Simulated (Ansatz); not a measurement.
Take SiC in the zinc blende structure (space group F-43m, No. 216; a = 4.356 Å) as the base. Axes: x, y, z lie along the cube axes.

Calculations: DFT with r2SCAN, PAW potentials and a 500 eV plane-wave cutoff in Ansatz (a quantum-chemistry and plane-wave program), without spin-orbit coupling.

Strains are applied to the cell and any free atomic positions relax.

One change was made to it. Results:

| quantity | base | after |
|---|---|---|
| energy relative to the base (free energy F) | 0 meV/atom | +9.9 meV/atom |
| band gap | 1.71 eV | 1.48 eV |
| smallest direct gap | 5.05 eV | 4.67 eV |

Question: Which change produced these results?
A) tensor shear ε_xy = +0.29 %
B) tensor shear ε_xy = +1.71 %
C) tensor shear ε_xy = +2.00 %
D) tensor shear ε_xy = +0.86 %

Answer: B, tensor shear ε_xy = +1.71 %. For comparison, the band gap in the other runs: tensor shear ε_xy = +0.29 % gives 1.68 eV; tensor shear ε_xy = +2.00 % gives 1.43 eV; tensor shear ε_xy = +0.86 % gives 1.61 eV.

Stability against distortions was not tested.
